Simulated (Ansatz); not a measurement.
## Carrier doping in hypothetical P4_2/mnm BP

Consider BP (space group P4_2/mnm, No. 136; a hypothetical phase, not in the database extracts checked).

```yaml
crystal:
  lattice:
    - [5.56855, 0.00000, 0.00000]
    - [0.00000, 5.56855, 0.00000]
    - [0.00000, 0.00000, 3.20543]
  atoms:
    - { symbol: B, position: [0.32171, 0.67829, 0.00000] }
    - { symbol: B, position: [0.67829, 0.32171, 0.00000] }
    - { symbol: B, position: [0.82171, 0.82171, 0.50000] }
    - { symbol: B, position: [0.17829, 0.17829, 0.50000] }
    - { symbol: P, position: [0.31938, 0.31938, 0.00000] }
    - { symbol: P, position: [0.68062, 0.68062, 0.00000] }
    - { symbol: P, position: [0.18062, 0.81938, 0.50000] }
    - { symbol: P, position: [0.81938, 0.18062, 0.50000] }
```

Carriers are added at fixed cell with a uniform background; the Fermi–Dirac width is that of 300 K.

Computed with PBE (Ansatz, a quantum-chemistry and plane-wave program, PAW, spin-orbit coupling left out).

Notes on the quantities. Fermi level from band edge: Fermi level relative to the doped band's edge (positive inside the band; to 0.05 eV).

```
case                      Fermi level from band edge  gap between the host's bands
------------------------  --------------------------  ----------------------------
undoped                                            –                       0.48 eV
electrons 3.0×10^21 cm⁻³                    +1.10 eV                       0.40 eV
electrons 5.0×10^21 cm⁻³                         ___                           ___
electrons 7.0×10^21 cm⁻³                    +1.45 eV                       0.33 eV
electrons 2.0×10^22 cm⁻³                    +2.00 eV                       0.10 eV
holes 3.0×10^21 cm⁻³                        +0.75 eV                       0.56 eV
holes 5.0×10^21 cm⁻³                        +0.95 eV                       0.60 eV
holes 7.0×10^21 cm⁻³                        +1.10 eV                       0.65 eV
holes 2.0×10^22 cm⁻³                        +1.80 eV                       0.94 eV
```

Question: Complete the table.

Answer: 
- electrons 5.0×10^21 cm⁻³, Fermi level from band edge: +1.35 eV
- electrons 5.0×10^21 cm⁻³, gap between the host's bands: 0.36 eV

Charged cell with a jellium background: band edges are those of the host's band count, energies are not comparable with the neutral cell, and many-body gap narrowing is missing. Stability against distortions was not tested.
